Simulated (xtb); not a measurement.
xtb 6.7.1, GFN1-xTB: Zn(OMe)(SH)(NH3)2 (C[O][Zn](<-[NH3])(<-[NH3])[SH]), 16 atoms. The geometry is a generated start, not checked to be a minimum at this level.

```
Property                  Result
-----------------  -------------
run flags                 --grad
method                  GFN1-xTB
--acc                1 (default)
--etemp (K)        300 (default)
basis functions               50
valence electrons             38
```

```xyz
16

Zn     0.3337     0.4196     0.3676
O     -1.2395     0.1155    -0.4679
C     -2.5675     0.2950    -0.1028
H     -2.7775     1.3090     0.2631
H     -3.1916     0.1233    -0.9903
H     -2.8843    -0.4164     0.6752
S      1.6669     1.5915     1.8250
H      0.9095     1.4229     2.8942
N      0.8678    -1.7498     0.6436
H      0.3778    -2.1916    -0.1254
H      0.4807    -2.1213     1.5042
H      1.8462    -2.0123     0.6057
N      1.4435     0.7350    -1.5305
H      0.7971     1.3175    -2.0530
H      1.6273    -0.0871    -2.0932
H      2.3099     1.2492    -1.4154
```

Charge 0 and multiplicity 1 are set for this test and not shown to be the ground state.

One run each on 1 thread. Values of broydamp tried: 0.02, 0.05, 0.1, 0.2, 0.4 (default), 0.6, 0.8, 1.

Which value of broydamp needs the fewest SCC iterations, and what happens away from it?

Fewest SCC iterations, within one of each other: 0.4 (default) with 10, 0.6 with 11, 0.8 with 11. The count rises to 18 at 0.02. All converge to one solution.

```
broydamp       SCC iterations            end
-------------  --------------  -------------
0.02                       18  same solution
0.05                       17  same solution
0.1                        15  same solution
0.2                        13  same solution
0.4 (default)              10  same solution
0.6                        11  same solution
0.8                        11  same solution
1                          12  same solution
```
